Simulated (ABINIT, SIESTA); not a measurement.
A SIESTA input for a self-consistent single point of PbS2 (I4/mcm, 6 atoms in the cell) (DFT, LDA PW92, numerical atomic orbitals DZP, PseudoDojo LDA standard norm-conserving potentials (rewritten from UPF to PSML)):

```
# files in the folder: Pb.psml S.psml (PseudoDojo LDA standard)
SystemName  PbS2
SystemLabel PbS2

NumberOfAtoms                6
NumberOfSpecies              2
%block ChemicalSpeciesLabel
  1 82 Pb
  2 16 S
%endblock ChemicalSpeciesLabel
LatticeConstant              5.644454 Ang
%block LatticeVectors
    -0.533880868    0.533880868    0.655699914
     0.533880868   -0.533880868    0.655699914
     0.533880868    0.533880868   -0.655699914
%endblock LatticeVectors
AtomicCoordinatesFormat      Ang
%block AtomicCoordinatesAndAtomicSpecies
     0.000000000   -0.000000000    5.551602000  1
     0.000000000    0.000000000    1.850534000  1
     3.730851716    0.717385716   -0.000000000  2
    -0.717385716    2.296080284    3.701068000  2
     2.296080284    0.717385716    3.701068000  2
     0.717385716    2.296080284   -0.000000000  2
%endblock AtomicCoordinatesAndAtomicSpecies

XC.functional                LDA
XC.authors                   PW92
PAO.BasisSize                DZP
PAO.EnergyShift              0.01 Ry
MeshCutoff                   300 Ry
%block kgrid.MonkhorstPack
    4   0   0  0.0
    0   4   0  0.0
    0   0   4  0.0
%endblock kgrid.MonkhorstPack
OccupationFunction           FD
ElectronicTemperature        580.23 K

MaxSCFIterations             150
SCF.Mixer.Method             Pulay
SCF.Mixer.Weight             0.1
SCF.Mixer.History            6
SCF.DM.Tolerance             1.0E-05
Diag.ParallelOverK           true
WriteForces                  true
Charge.Mulliken              end
```

Task: Translate this input to ABINIT.

Result: This is the input that was run; spellings and numerical settings could be chosen otherwise.

```
# PbS2, PseudoDojo nc-sr-04 LDA standard
pp_dirpath "./"
pseudos "Pb.upf, S.upf"
acell 5.6444538272 5.6444538272 5.6444538272 Angstrom
rprim
        -0.5338808842    0.5338808842    0.6556999337
         0.5338808842   -0.5338808842    0.6556999337
         0.5338808842    0.5338808842   -0.6556999337
natom 6
ntypat 2
znucl 82 16
typat 1 1 2 2 2 2
xred
         0.7500000000    0.7500000000    0.0000000000
         0.2500000000    0.2500000000    0.0000000000
         0.1190300000    0.6190300000    0.7380600000
         0.8809700000    0.3809700000    0.2619400000
         0.6190300000    0.8809700000    0.5000000000
         0.3809700000    0.1190300000    0.5000000000
ecut 28
ixc 7
occopt 3
tsmear 0.05 eV
nband 34
kptopt 1
ngkpt 4 4 4
nshiftk 1
shiftk 0 0 0
nstep 50
tolvrs 1.0e-12
prtwf 0
prtden 0
enunit 1
```

Basis, cutoffs, solver keys and any potentials are the target program's own. This input uses DFT, LDA (PW92), plane waves, norm-conserving pseudopotentials (PseudoDojo nc-sr-04 LDA standard). LDA parametrisations can differ slightly between programs.

The starting cell comes from a database of computed structures (which also holds hypothetical and non-ambient phases and stackings), without a prior relaxation at this level. For this run, on top of that: lattice scaled by 0.98.
